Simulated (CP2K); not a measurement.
Worked example: self-consistent single point of HgS (F-43m, 2 atoms in the cell) in CP2K.

Method of the run: CP2K with LDA (Pade form), GPW, DZVP-MOLOPT-SR-GTH basis, GTH-PADE potentials (GTH_POTENTIALS).

```xyz
2
Lattice="4.1346 0.0000 0.0000 2.0673 3.5807 0.0000 2.0673 1.1936 3.3759" Properties=species:S:1:pos:R:3 pbc="T T T"
Hg     0.0000     0.0000     0.0000
S      2.0673     1.1936     0.8440
```

Reference input (self-consistent single point, DFT PBE, GPW, DZVP-MOLOPT-SR-GTH basis, GTH-PBE potentials (GTH_POTENTIALS)): CUTOFF = 500 Ry; REL_CUTOFF = 50 Ry; SMEAR/METHOD = FERMI_DIRAC; ELECTRONIC_TEMPERATURE = 580.23 K; KPOINTS/SCHEME = MONKHORST-PACK 13 13 13; XC_FUNCTIONAL = PBE; Hg/BASIS_SET = DZVP-MOLOPT-SR-GTH; Hg/POTENTIAL = GTH-PBE-q12; S/BASIS_SET = DZVP-MOLOPT-SR-GTH; S/POTENTIAL = GTH-PBE-q6; METHOD = GPW; EPS_DEFAULT = 1e-10. This run's input differs from it in these lines:

```diff
@@ -43,3 +43,3 @@
     &XC
-      &XC_FUNCTIONAL PBE
+      &XC_FUNCTIONAL PADE
       &END XC_FUNCTIONAL
@@ -74,3 +74,3 @@
       BASIS_SET DZVP-MOLOPT-SR-GTH
-      POTENTIAL GTH-PBE-q12
+      POTENTIAL GTH-PADE-q12
     &END KIND
@@ -78,3 +78,3 @@
       BASIS_SET DZVP-MOLOPT-SR-GTH
-      POTENTIAL GTH-PBE-q6
+      POTENTIAL GTH-PADE-q6
     &END KIND
```

Log, with long lists cut:

```
 SCF WAVEFUNCTION OPTIMIZATION

  Step     Update method      Time    Convergence         Total energy    Change
     1 NoMix/Diag. 0.20E+00      -     1.18853175       -51.5361171670 -5.15E+01
     2 Broy./Diag. 0.20E+00      -     0.03885214       -51.9168458869 -3.81E-01
     3 Broy./Diag. 0.20E+00      -     0.10409562       -51.6543081368  2.63E-01
     4 Broy./Diag. 0.20E+00      -     0.00889006       -51.4576303714  1.97E-01
     5 Broy./Diag. 0.20E+00      -     0.00996413       -51.4186931633  3.89E-02
     6 Broy./Diag. 0.20E+00      -     0.00136289       -51.4144752205  4.22E-03
   [... 6 lines left out ...]
    13 Broy./Diag. 0.20E+00      -     0.00000211       -51.4177933427 -8.23E-06
    14 Broy./Diag. 0.20E+00      -     0.00000020       -51.4177984976 -5.15E-06
    15 Broy./Diag. 0.20E+00      -     0.00000010       -51.4177986549 -1.57E-07
    16 Broy./Diag. 0.20E+00      -     4.8024E-09       -51.4177985107  1.44E-07
  *** SCF run converged in    16 steps ***

  Overlap energy of the core charge distribution:               0.00000000084345
  Self energy of the core charge distribution:                -95.44560623928210
  Core Hamiltonian energy:                                     27.10528952605882
  Hartree energy:                                              25.01549429320260
  Exchange-correlation energy:                                 -8.09296775627584
  Electronic entropic energy:                                  -0.00000833525831
  Fermi energy:                                                 0.15829797163157

  Total energy:                                               -51.41779851071158
  Total energy (extrapolated to T->0):                        -51.41779434308242

                     Mulliken Population Analysis

   [... lines left out ...]

 STRESS| Analytical stress tensor [bar]
 STRESS|                        x                   y                   z
 STRESS|      x       -5.16096046296E+03   1.26228545978E-02   8.97316823225E-03
 STRESS|      y        1.26228545978E-02  -5.15992439739E+03   1.65753767934E-01
 STRESS|      z        8.97316823225E-03   1.65753767934E-01  -5.16116948668E+03
 STRESS| 1/3 Trace                                            -5.16068478234E+03
```

The run converged in 16 iterations. Against the reference run the pressure goes from 5.24 to -0.52 GPa.

The starting cell comes from a database of computed structures (which also holds hypothetical and non-ambient phases and stackings), without a prior relaxation at this level. Its lattice was rescaled by a random factor within 2.5 % of one. Values carry the incompleteness of an atom-centred basis. The run gives no clean gap (levels at the Fermi energy touch, overlap or are partly filled at this smearing), which alone does not show that the compound is a metal.

Cost on one core of a shared machine: roughly 3 min.
